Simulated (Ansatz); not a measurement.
The reference is BAs in the zinc blende structure (space group F-43m, No. 216; a = 4.7322 Å).

Structures relaxed with LDA in Ansatz (plane waves to 420 eV, PAW, no spin-orbit coupling).

Base:

Simulated powder pattern, Cu Kα, λ = 1.54184 Å (kinematic, ideal powder, no thermal factors, no anomalous dispersion; the 14 strongest lines at most, above 2 %, up to 2θ = 90°):

```csv
2θ (°),I/Imax (%),hkl
32.78,100,(111)
38.03,40,(200)
54.87,40,(220)
65.41,40,(311)
68.71,9.5,(222)
81.33,6.2,(400)
```

It is then changed as follows: cell and atoms relaxed at a pressure of 22.5 GPa.

After the change:

Simulated powder pattern, Cu Kα, λ = 1.54184 Å (kinematic, ideal powder, no thermal factors, no anomalous dispersion; the 14 strongest lines at most, above 2 %, up to 2θ = 90°):

```json
[
 {"2θ (°)": "34.16", "d (Å)": "2.625", "I/Imax (%)": "100", "hkl": "(111)"},
 {"2θ (°)": "39.65", "d (Å)": "2.273", "I/Imax (%)": "40", "hkl": "(200)"},
 {"2θ (°)": "57.32", "d (Å)": "1.607", "I/Imax (%)": "39", "hkl": "(220)"},
 {"2θ (°)": "68.44", "d (Å)": "1.371", "I/Imax (%)": "39", "hkl": "(311)"},
 {"2θ (°)": "71.95", "d (Å)": "1.312", "I/Imax (%)": "9.2", "hkl": "(222)"},
 {"2θ (°)": "85.42", "d (Å)": "1.137", "I/Imax (%)": "6.2", "hkl": "(400)"}
]
```

The indices refer to the base's conventional cell; one index is shown for lines that coincide.

Load acts through the strain it causes; cell and atoms are relaxed under it. Stability against distortions was not tested. No other phases were tried under pressure.

Ansatz is a first-principles code.
